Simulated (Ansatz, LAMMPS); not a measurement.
Crystalline Ge, 1728 atoms, one frame of classical dynamics at 500 K, cell scaled from the potential's lattice parameter to the PBE one and held. Cell 34.56 × 34.56 × 34.56 Å, Ge1728, 1728 atoms. Prepared with Tersoff's 1989 multicomponent potential (SiCGe.tersoff) in LAMMPS: 30 ps at 500 K at fixed volume, last frame. The 60 atoms nearest one atom, with forces from PBE, support functions at accuracy medium on the grid of 370 eV (Ansatz, a first-principles code) on the whole cell:

```tsv
x (Å)	y	z	Fx (eV/Å)	Fy	Fz
0.000	0.000	0.000	0.54	0.06	-0.13
-1.259	1.407	-1.562	-0.93	-0.79	-0.40
-1.413	-1.463	1.392	0.24	-0.77	-0.22
1.432	-1.378	-1.494	-0.49	-0.01	-0.93
1.609	1.394	1.330	-0.21	-0.34	0.66
-2.779	2.724	-0.202	-0.17	0.04	1.24
2.851	-2.739	-0.172	0.56	-1.31	0.51
0.157	2.751	2.847	-0.57	0.16	-0.67
-2.843	-0.082	2.773	-0.59	0.35	-0.24
-2.731	-2.983	-0.167	-0.99	0.24	0.38
0.108	2.824	-2.970	0.20	-0.12	-0.27
0.016	-2.959	2.869	-0.45	-0.09	-0.42
2.967	2.915	-0.019	-0.28	-0.83	-1.31
-0.028	-2.966	-2.922	0.59	0.32	-0.43
-2.891	-0.122	-3.059	1.03	0.25	0.18
3.088	-0.029	2.887	-1.08	-0.34	-0.50
2.977	-0.151	-3.068	-0.03	0.91	1.57
-1.413	1.343	4.154	0.22	0.12	0.14
-1.383	4.230	1.381	0.10	-0.28	-0.07
1.410	-4.276	1.305	0.39	-0.40	-0.26
4.314	-1.432	1.313	0.53	-0.24	0.22
-4.370	1.312	1.306	0.71	0.28	-0.17
1.513	-1.595	4.217	-0.29	1.49	-0.40
1.492	4.278	-1.538	0.19	0.37	0.15
1.560	1.310	-4.335	-0.40	0.37	-0.69
-4.305	-1.477	-1.581	-0.06	-0.78	0.22
-1.375	-4.471	-1.552	0.20	-0.34	0.17
4.450	1.475	-1.545	-0.62	-0.48	-0.03
-1.391	-1.572	-4.537	-0.05	0.35	0.96
0.057	-0.028	5.593	0.10	-0.51	0.09
0.033	5.729	-0.085	-1.05	-0.59	-0.83
-5.772	-0.175	-0.065	-0.48	0.36	-0.41
5.815	-0.065	-0.089	-0.19	0.77	0.14
0.097	-0.110	-5.847	-0.47	0.87	-0.03
0.082	-5.934	-0.107	-0.31	0.71	0.30
-4.198	4.092	-1.601	-1.47	-1.01	0.15
-4.321	-1.555	4.066	-0.42	0.06	1.10
1.506	4.230	4.243	-0.09	0.02	0.32
-1.472	4.091	-4.398	0.63	1.23	0.12
4.408	4.215	1.313	0.70	0.67	0.56
-1.480	-4.420	4.280	-0.15	0.09	-0.41
4.529	1.389	4.196	-0.51	0.87	-0.06
4.508	-4.172	-1.556	-1.22	-0.61	0.39
-4.281	-4.484	1.312	-0.08	0.49	-1.01
-4.272	1.222	-4.572	0.09	0.83	0.02
1.471	-4.414	-4.384	0.24	0.57	0.45
4.401	-1.373	-4.508	0.23	-1.27	-0.58
2.783	5.594	2.641	0.05	0.50	-0.07
-2.892	2.752	5.555	-0.12	0.06	0.35
-2.919	5.547	-2.878	0.98	0.46	-0.88
2.872	-2.925	5.607	1.74	-0.47	0.18
-2.876	5.708	2.784	-0.41	-1.30	-0.09
-5.790	2.790	2.736	-0.16	-1.01	-0.75
2.937	-5.733	2.712	-0.29	-0.36	-0.16
3.071	2.854	5.634	-0.01	-0.04	0.50
-5.706	-3.089	2.714	-0.32	0.11	0.29
-2.854	-5.851	2.666	0.26	-0.13	0.97
-2.989	-2.951	5.645	0.27	-0.17	-0.15
-5.756	2.655	-3.129	0.17	-0.07	0.69
5.884	-2.825	2.751	-0.36	-0.20	0.01
```
